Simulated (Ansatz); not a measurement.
The starting structures come from a database of crystals and need not be the phases stable at ambient conditions.

Data:

```
CELL_PARAMETERS angstrom
      5.86747     0.00000     0.00000
     -1.95582     5.53190     0.00000
      1.95582     2.76595     4.79077
ATOMIC_POSITIONS crystal
  Zr 0.12500 0.87500 0.75000
  Zr 0.37500 0.62500 0.25000
  Zr 0.25000 0.12500 0.12500
  Zr 0.75000 0.37500 0.37500
  Zr 0.87500 0.25000 0.87500
  Zr 0.62500 0.75000 0.62500
  N  0.36968 0.36968 0.63032
  N  0.63032 0.50000 0.00000
  N  0.50000 0.00000 0.86968
  N  0.00000 0.63032 0.50000
  N  0.13032 0.50000 0.00000
  N  0.86968 0.86968 0.13032
  N  0.00000 0.13032 0.50000
  N  0.50000 0.00000 0.36968
```

Space group of this cell: I-43d. The cell is taken as given; by PBEsol its mean pressure is -5.6 GPa.

All values below come from PBEsol (plane waves, PAW; Ansatz, an electronic-structure program).

The current runs along the normal of the first two printed vectors; no spin-orbit coupling. Scaled by the factor s: both lengths across the current (ions clamped). Meshes 6×6×6 and 6×6 across the current in all rows.

```csv
s,mean pressure (GPa),band gap (eV)
0.98,5.7,0.52
1.00,-5.6,0.62
1.02,-14.7,?
```

Problem. Take the slope of the band gap against ln s from the two given rows, extrapolate to s = 1.02, and say what the run there gives.

Solution. Slope = (0.52 − 0.62) / ln 0.98 = 4.95 eV. The line gives 0.62 + (4.95) × ln 1.02 = 0.72 eV. The run gives 0.57 eV, 0.15 eV under the line, 151 % of the predicted step.
